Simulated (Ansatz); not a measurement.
The parent structure is KCl in the rock salt structure (space group Fm-3m, No. 225; a = 6.243 Å).

Method: PBEsol in Ansatz (plane waves to 420 eV, PAW, no SOC).

One change was made to it. Results:

The shortest interatomic distance shrinks by 17.6 pm, from 312.1 pm to 294.5 pm; the electron mass changes from 0.43 mₑ (at Γ) to 0.41 mₑ (at Γ).

Task: Which of these changes matches the shifts?
A) pressure −1 GPa
B) pressure 10 GPa
C) pressure 0.3 GPa
D) pressure 5 GPa

Result: D, pressure 5 GPa. For comparison, the electron mass in the other runs: pressure 10 GPa gives 1.2 mₑ along k, 0.43 mₑ across (at X); pressure 0.3 GPa gives 0.43 mₑ (at Γ); pressure −1 GPa gives 0.45 mₑ (at Γ).

The levels and masses belong to the bands next to the band gap. Load acts through the strain it causes; cell and atoms are relaxed under it. Masses are band curvatures over ±0.01 Å⁻¹ around the edge. Along k means along the line from Γ to the band edge. No phonon test of stability was made. Competing high-pressure phases were not computed.

Ansatz is a first-principles code.
